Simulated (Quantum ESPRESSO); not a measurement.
Habitual settings against a tight run: CoS (P4/nmm, 4 atoms in the cell)

Self-consistent single point.

```xyz
4
Lattice="3.6676 0.0000 0.0000 0.0000 3.6676 0.0000 0.0000 0.0000 5.0740" Properties=species:S:1:pos:R:3 pbc="T T T"
Co     0.0000     0.0000     0.0000
Co     1.8338     1.8338     0.0000
S      1.8338     0.0000     3.8821
S      0.0000     1.8338     1.1919
```
Moments meant for the start (each program seeds them in its own way; μB, in the order of the atoms Co Co S S): 3.0 3.0 0.0 0.0.

Level of theory: PBEsol, PSlibrary ultrasoft (PBE) pseudopotentials (plane waves; Quantum ESPRESSO).

Base settings: ecutwfc = 50 Ry; ecutrho = 300 Ry; occupations = smearing; smearing = cold; degauss = 0.0073499 Ry; nspin = 2; input_dft = pbesol; potentials = {Co: Co.pbe-n-rrkjus_psl.1.0.0.UPF, S: S.pbe-n-rrkjus_psl.1.0.0.UPF}; K_POINTS = automatic 7 7 5 0 0 0; conv_thr = 1e-10 Ry; mixing_beta = 0.3.

Tight run (finer mesh or higher cutoff; not a proven limit): ecutwfc: 50 Ry → 70 Ry; ecutrho: 300 Ry → 420 Ry; conv_thr: 1e-10 Ry → 7.3e-11 Ry; K_POINTS: automatic 7 7 5 0 0 0 → automatic 10 10 7 0 0 0. It gave Fermi level (on the code's own zero) 7.89 eV; pressure -5.70 GPa; largest force (vector length) 0.415 eV/Å; size of the cell's spin moment 1.12 μB; site moments (μB, in the program's spheres or projections) Co 0.52, Co 0.52, S 0.02, S 0.02.

Quick runs, as changes from the base:
- A: ecutwfc: 50 Ry → 28 Ry; ecutrho: 300 Ry → 168 Ry; input_dft: pbesol → default; pseudopotentials: {Co: Co.pbe-n-rrkjus_psl.1.0.0.UPF, S: S.pbe-n-rrkjus_psl.1.0.0.UPF} → {Co: Co.pz-n-rrkjus_psl.1.0.0.UPF, S: S.pz-n-rrkjus_psl.1.0.0.UPF}; K_POINTS: automatic 7 7 5 0 0 0 → automatic 4 4 4 1 1 1 [LDA (PZ)]
- B: ecutwfc: 50 Ry → 30 Ry; ecutrho: 300 Ry → 180 Ry; K_POINTS: automatic 7 7 5 0 0 0 → automatic 3 3 3 0 0 0

† marks runs with another functional, U, potentials or spin treatment: their distance from the tight run is not a convergence error alone.

The count of work is k-points × plane waves × bands × iterations; it is no time. 

The starting cell comes from a database of computed structures (which also holds hypothetical and non-ambient phases and stackings), without a prior relaxation at this level. Its lattice was rescaled by a random factor within 2.5 % of one. The moments shrank to a small part of their start, a low-spin state that need not be the lowest. In the base run, with a pressure of about -6 GPa the cell is away from its equilibrium volume at this level.

```
run  pressure less tight (GPa)  largest miss in a force vector (eV/Å)  size of the net moment less tight (μB/atom)  count of work / tight
---  -------------------------  -------------------------------------  -------------------------------------------  ---------------------
A†                      -17.06                                  0.438                                        -0.03                  0.014
B                        -5.93                                  0.209                                        -0.08                  0.028
```

Left out of this page: 3 runs of the series outside the window shown, repeating another row's setting, or not comparable.
